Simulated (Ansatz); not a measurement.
Start from GaN in the zinc blende structure (space group F-43m, No. 216; a = 4.5488 Å).

Calculations: PBE, PAW, 420 eV (Ansatz, a program for electronic structure; without spin-orbit coupling), earlier PAW set.

One change was made to it. Results:

The band gap increases by 1.77 eV, from 1.54 eV to 3.31 eV; the lattice parameter a decreases by 0.146 Å (4.549 Å → 4.403 Å).

Problem. Which change produced these results?
(A) Ga → B
(B) Ga → Al
(C) N → Sb

Solution. B, Ga → Al. For comparison, the band gap in the other runs: Ga → B gives 4.46 eV; N → Sb gives zero.

With Sb present, leaving out spin-orbit coupling can change the band edges. Whether these cells are dynamically stable was not tested. The final runs are not spin-polarised. This is not the structure that AlN has at room temperature and ambient pressure. This is not the structure that GaN has at room temperature and ambient pressure. The zero or small gap of GaSb can change with the level of theory.
